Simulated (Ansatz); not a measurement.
We consider SnPbO3 (Pm-3m, No. 221, 5 atoms in the cell; start mp-978952), described by G0W0@PBEsol (plane waves, hard PAW, contour deformation, complete-basis limit; Ansatz, a program for electronic structure).

Numerical settings: largest k mesh 6×6×6 (not extrapolated in the mesh).

Cell (relaxed with PBEsol):

```cif
data_O3PbSn
_chemical_formula_sum 'Sn1 Pb1 O3'
_space_group_name_H-M_alt 'Pm-3m'
_space_group_IT_number 221
_space_group_name_Hall '-P 4 2 3'
_cell_length_a 4.07261
_cell_length_b 4.07261
_cell_length_c 4.07261
_cell_angle_alpha 90.000
_cell_angle_beta 90.000
_cell_angle_gamma 90.000
loop_
_atom_site_label
_atom_site_type_symbol
_atom_site_symmetry_multiplicity
_atom_site_Wyckoff_symbol
_atom_site_fract_x
_atom_site_fract_y
_atom_site_fract_z
_atom_site_occupancy
Sn1 Sn 1 b 0.50000 0.50000 0.50000 1
Pb1 Pb 1 a 0.00000 0.00000 0.00000 1
O1 O 3 c 0.00000 0.50000 0.50000 1
```

**Question.** Estimate the band gap that the calculation returns.

**Answer.** 
band gap: 2.89 eV

Note: filled d or f shells below the valence bands can shift G0W0 gaps through exchange with them, which wasn't tested here; the gap holds a correction of +0.24 eV to the complete basis.

Spin–orbit coupling is not included; with these elements it can move the gap by several tenths of an eV or more.

Static lattice: no zero-point or thermal effects.

A start named mp-… is a Materials Project structure, which need not be a measured phase.
